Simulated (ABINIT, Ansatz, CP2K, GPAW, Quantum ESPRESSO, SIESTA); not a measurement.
**One structure in several programs: CdAg (R-3m, 2 atoms in the cell)**

Self-consistent single point.

```xyz
2
Lattice="1.4751 0.8516 4.6705 -1.4751 0.8516 4.6705 0.0000 -1.7032 4.6705" Properties=species:S:1:pos:R:3 pbc="T T T"
Cd     0.0000     0.0000     7.0058
Ag     0.0000     0.0000     0.0000
```

All programs got the same cell, k-point mesh and kind of occupations (in Ansatz's words: kpoints.mp_grid.grid = 10 10 10; scf.occupations.method = fermi_dirac; scf.occupations.width = 0.05 eV); potentials, basis and cutoffs are each program's usual ones.

| code | model | pressure (GPa) | k-points | cutoff |
|---|---|---|---|---|
| Quantum ESPRESSO | LDA (PZ), GBRV 1.5 ultrasoft (LDA) pseudopotentials | -1.88 | 116 | 40 Ry |
| ABINIT | LDA (PW92), PAW (JTH v2.0 LDA PAW) | -1.21 | 116 | 20 Ha |
| Ansatz | LDA (PW92), PAW files made with PBE | -1.12 | 116 | default |
| GPAW | LDA (Perdew-Wang 92), GPAW PAW datasets LDA (gpaw-data 1.0.1) | -1.52 | 116 | 550 eV |
| CP2K | LDA (Pade form), GPW, DZVP-MOLOPT-SR-GTH basis, GTH-PADE potentials (GTH_POTENTIALS) | 1.37 | 504 | grid 500 Ry |
| SIESTA | LDA PW92, numerical atomic orbitals DZP, PseudoDojo LDA standard norm-conserving potentials (rewritten from UPF to PSML) | -2.93 | 560 | grid 300 Ry |

The spread over the programs that give each value: pressure within 4.30 GPa.

The starting cell comes from a database of computed structures (which also holds hypothetical and non-ambient phases and stackings), without a prior relaxation at this level. Its lattice was rescaled by a random factor within 2.5 % of one.

### Question
Why do the programs differ, and what cannot be compared?

### Answer
Differences of this kind can come from the potentials, where these differ, and from what each basis and cutoff leave unconverged. The valence holds different numbers of electrons (Quantum ESPRESSO 31, ABINIT 23, Ansatz (a first-principles code) 39, GPAW 29, CP2K 23, SIESTA 39). The zero of total energies and Fermi levels follows the potentials and each program's conventions, so they are not compared here. CP2K and SIESTA use small atom-centred bases, whose incompleteness enters pressures, forces and empty levels differently from a plane-wave cutoff. Ansatz's pressure is given at a fixed set of plane waves, as the other plane-wave codes print theirs; with its correction for the finite basis it is -1.08 GPa. The same LDA comes in different parametrisations, which differ slightly. The programs reduce the same mesh by symmetry to different extents, which changes the work and not the result. In the pressure, CP2K (by 2.74) and SIESTA (by 1.57) lie more than 1 GPa from the median of the plane-wave programs.

Left out of this page: Elk and FLEUR (not drawn, or without a comparable value).

Keys are those of Ansatz 0.2.
